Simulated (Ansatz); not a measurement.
Take GeS in the GeS type structure (space group Pnma, No. 62; a = 10.661 Å, b = 3.681 Å, c = 4.356 Å; layered, stacked along the Cartesian x axis) as the base. Axes: x, y, z lie along a, b, c of the conventional cell.

Computed with PBE-D3(BJ) (Ansatz, a first-principles code), without spin-orbit coupling.

Before the change:

| Quantity | Value |
|---|---|
| Band gap | 1.24 eV |
| Smallest direct gap | 1.26 eV |
| Gap character | indirect, Γ–Z (67 % along) → Γ |

Perturbation: uniaxial strain ε_zz = −0.95 %, all other strain components held at zero, atoms relaxed at fixed cell.

What does the calculation give for the band gap, smallest direct gap, gap character and stress after the change?

The band gap decreases by 0.09 eV, from 1.24 eV to 1.15 eV; the smallest direct gap drops by 0.05 eV (1.26 eV → 1.21 eV); the gap character remains indirect, Γ–Z (67 % along) → Γ; the stress (xx, yy, zz, yz, xz, xy; compression positive) is (0.36, 0.64, 0.70, 0.00, 0.00, 0.00) GPa.

Stability against distortions was not tested. The program warned that a D3 coordination switch lies within reach, so dispersion energies are less smooth here.
